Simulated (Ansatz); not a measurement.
Point defect Zr_Si in 3C silicon carbide

The numbers are results of PBE, PAW (plane waves to 420 eV; Ansatz, a program for electronic structure), not measurements. Cell and caveats: 64-site cell; 2×2×2 shifted k-points; start: the Si site; energies good to tenths of an eV.

Neighbours after relaxation, in Å: of the Zr atom: C 2.11, C 2.11, C 2.11, C 2.11.

Formation energies E_f are those of the neutral cell. Chemical conditions: C-rich (Δμ(Si) = -0.41 eV, Δμ(Zr) = -1.72 eV, bounded by ZrC (Fm-3m); only phases computed here count, gases as isolated molecules at 0 K); Si-rich (Δμ(Si) = 0.00 eV, Δμ(Zr) = -2.00 eV, bounded by ZrSi2 (Cmcm); only phases computed here count, gases as isolated molecules at 0 K). Reference phases: Si: silicon, Zr: hcp Zr.

| charge | moment (μB) | largest move off a lattice site (Å) | E_f, C-rich (eV) | E_f, Si-rich (eV) |
|---|---|---|---|---|
| 0 | not spin-polarised | 0.21 | 3.45 | 4.14 |
